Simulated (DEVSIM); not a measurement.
Structure: abrupt Ge p-n junction, at 250 K.

Layer 1 from the left is Ge, thickness (μm) 87.0, Na (cm⁻³) 1.3e18, τn (s) 4.1e-5, τp (s) 4.1e-5. Layer 2 from the left is Ge, thickness (μm) 0.890, Nd (cm⁻³) 2.8e17, τn (s) 4.1e-5, τp (s) 4.1e-5.

Left contact: ohmic. Right contact: ohmic. Voltage is applied to the left contact. Recombination: SRH at mid-gap, Auger. Mobility is constant in doping.

The device is made up for the run: typed textbook-type constants, with dimensions and the other settings drawn at random. Values at 300 K; Nc and Nv go as T^1.5, mobilities as T to minus their exponent, the gap by Varshni's rule with the affinity fixed.

Ge: gap (eV) 0.664, affinity (eV) 4, permittivity 16, Nc (cm⁻³) 1.04e19, Nv (cm⁻³) 6e18, μn (cm²/Vs) 3900, μp (cm²/Vs) 1900, T exponent of μn 1.66, T exponent of μp 2.33, Cn (cm⁶/s) 1e-31, Cp (cm⁶/s) 1e-31, Varshni α (eV/K) 0.000477, Varshni β (K) 235.

Problem. Estimate by hand the built-in potential, the peak field at zero bias, and compare with a numerical solution.

Solution. 
- Built-in potential: ni = √(Nc Nv) exp(−Eg/2kT) = 7.88e11 cm⁻³ with Eg = 0.683 eV; Vbi = kT/q ln(Na Nd/ni²) = 0.584 V; numerical 0.584 V.
- Peak field at zero bias: depletion approximation: W = √(2εVbi/(qN)) = 0.0669 μm with N = 2.30e17 cm⁻³; field = 2Vbi/W = 174000 V/cm; numerical 168000 V/cm (estimate above by 3.8 %).

DEVSIM, 1D drift-diffusion, Boltzmann statistics, complete ionisation; no tunnelling, impact ionisation, image-force lowering or self-heating.
